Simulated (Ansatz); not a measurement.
A user runs Ansatz (a first-principles code) on FeI2 (I4_1/amd, 6 atoms in the cell) and asks whether the run is sound. The aim is a self-consistent single point with DFT, LDA (PW92), plane waves, default PAW files made with PBE.

Cell that was meant: a = 7.8571 Å, b = 7.8571 Å, c = 7.8571 Å, α = 139.43°, β = 139.43°, γ = 58.73°.

Part of the input:

Ansatz 0.2 input:
```yaml
basis:
  ecutwfc: 420.0
kpoints:
  mp_grid: { grid: [1, 1, 1] }
hamiltonian:
  xc: lda
  pseudopotentials: { kind: paw }
```

The program printed (abridged):

```
WARN ansatz: RAYON_NUM_THREADS=1 ignored (pool sized by the plan → 1); use --threads N
   [... lines left out ...]
PAW frozen core: I, regenerated for the run's functional, and the local potential with it
Initial density: superposition of atomic densities (chi_scale 0.1, normalization cell, long waves kept (reshape's long-wave potential 0.01 eV rms))
Starting moments: Σ|m| = 8 μB on 2 of 6 sites
Initial wavefunctions: pseudopotential atomic-orbital guess
Eigensolver: davidson
Functional: x = slater, c = lda
SCF iter   1: F=—  HF=-38259.894663 eV  |F-HF|=—  |Δ(HF+E_count)|=         —  Δρ=6.66e-2 (↑1.61e-2 ↓6.66e-2)  dr2=1.72e1  dr2_m=1.46e0  M=7.028 μB ∫|m|=7.044 μB  β_m=0.30  ethr=3.10e-3  ⟨swp⟩=7.5  Hψ=538  notcnv=0
Mixer restart at iter 1: flushing history
all-band conjugate gradients solve this SCF's bands
preconditioner: auto → none
   [... lines left out ...]
SCF iter  16: F=—  HF=-38260.075065 eV  |F-HF|=—  |Δ(HF+E_count)|=   7.21e-7  S|Δr|=    0.00e0  Δρ=1.41e-5 (↑2.40e-6 ↓1.41e-5)  dr2=1.24e-7  dr2_m=9.56e-8  M=8.004 μB ∫|m|=8.029 μB  β_m=0.76  ethr=4.86e-10  ⟨swp⟩=2.0  Hψ=214  notcnv=0  defer=11
SCF iter  17: F=-38260.075065 eV  HF=-38260.075065 eV  |F-HF|=3.33e-9  |Δ(HF+E_count)|=   5.71e-9  S|Δr|=    0.00e0  Δρ=1.27e-6 (↑6.81e-7 ↓1.27e-6)  dr2=4.12e-9  dr2_m=1.08e-9  M=8.004 μB ∫|m|=8.029 μB  ethr=1.00e-10  ⟨swp⟩=13.0  Hψ=623  notcnv=0
SCF 1 converged in 17 iterations: F = -38260.075065 eV  dr2 = 4.12e-9
WARN: an SCF from antiferromagnetic starting moments (-4.00, 4.00, 0.00, 0.00, 0.00, 0.00 Bohr magnetons, atom by atom) was not made, by what the run has read …
   [... lines left out ...]
Absolute magnetization: 8.0306 μB (∫|ρ↑−ρ↓|, with the PAW one-centre terms)
Free energy (F): -38260.075065 eV
Fermi energy:    6.218724 eV
   [... lines left out ...]
  atom   6  I     -0.00000000     0.00000000    -1.18729519
--- Stress (GPa, compression-positive) ---
        2.599916      -0.000000       0.000000
       -0.000000       2.599916      -0.000000
       -0.000000       0.000000      -8.821021
  P = ⅓ Tr σ = -1.2071 GPa (-12.071 kbar)
  The stress holds the Pulay correction. Without it, at fixed plane waves, as pw.x and ABINIT print it: P = -1.2473 GPa
```

**Question.** Is this run sound? If not, what is wrong?

**Answer.** The run is not sound. The fault is a single k-point for a small metallic cell. One k-point cannot sample the Fermi surface of a small cell. To fix it, use a converged k-point mesh. The run converged in 17 iterations without an error; against the sound input the free energy rises by 325 meV/atom, the pressure goes from -2.76 to -1.21 GPa, the largest force goes from 0.083 to 1.187 eV/Å and the size of the net moment hardly changes (1.32 to 1.33 μB/atom).

An input that runs soundly differs in these lines (not the only fix; some lines may just follow from the change or write a value another way):
```diff
-  mp_grid: { grid: [1, 1, 1] }
+  mp_grid: { grid: [4, 4, 4] }
```

With that input, the run converged in 18 iterations: free energy E − TS (on the zero of these files) -38262.0228 eV; Fermi level (on the code's own zero) 6.41 eV; pressure -2.76 GPa; largest force (vector length) 0.083 eV/Å; size of the cell's spin moment 7.94 μB (DFT, LDA (PW92), plane waves, default PAW files made with PBE).

On the sound input: the starting cell was generated: these elements placed on a structure prototype, without a prior relaxation; it need not be a known phase or ordering of this composition. Its lattice was rescaled by a random factor within 2.5 % of one. The magnetic order is the one reached from the typed start; others were not searched systematically. The program warned that, by what it read of turns of the moments, another magnetic order lies lower. Ansatz's pressure includes its estimate of the finite-basis (Pulay) stress.
